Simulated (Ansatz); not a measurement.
Take TlBr in the CsCl type structure (space group Pm-3m, No. 221) as the base.

```
TlBr
1.0
    3.83953     0.00000     0.00000
    0.00000     3.83953     0.00000
    0.00000     0.00000     3.83953
Tl Br
1 1
Cartesian
  0.00000   0.00000   0.00000
  1.91976   1.91976   1.91976
```

Cartesian axes are those of the cell as printed.

Calculations: LDA (Ansatz, a program for electronic structure, PAW, without spin-orbit coupling).

Strains are applied to the cell and any free atomic positions relax.

One change was made to it. Results:

| quantity | base | after |
|---|---|---|
| energy relative to the base (free energy F) | 0 meV/atom | +0.2 meV/atom |
| electron mass | 0.12 mₑ along k, 0.19 mₑ across (at X) | 0.12 mₑ along k, 0.19 mₑ across (at X) |

Task: Which of these changes matches the shifts?
A) tensor shear ε_xy = +2.00 %
B) tensor shear ε_xy = +0.57 %
C) tensor shear ε_xy = +1.71 %

Result: B, tensor shear ε_xy = +0.57 %. For comparison, the energy relative to the base in the other runs: tensor shear ε_xy = +1.71 % gives +1.4 meV/atom; tensor shear ε_xy = +2.00 % gives +1.9 meV/atom.

With Tl present, leaving out spin-orbit coupling can change the band edges. The levels and masses belong to the bands next to the band gap. Effective masses come from finite differences of ±0.01 Å⁻¹. Along k means along the line from Γ to the band edge. No phonon test of stability was made.
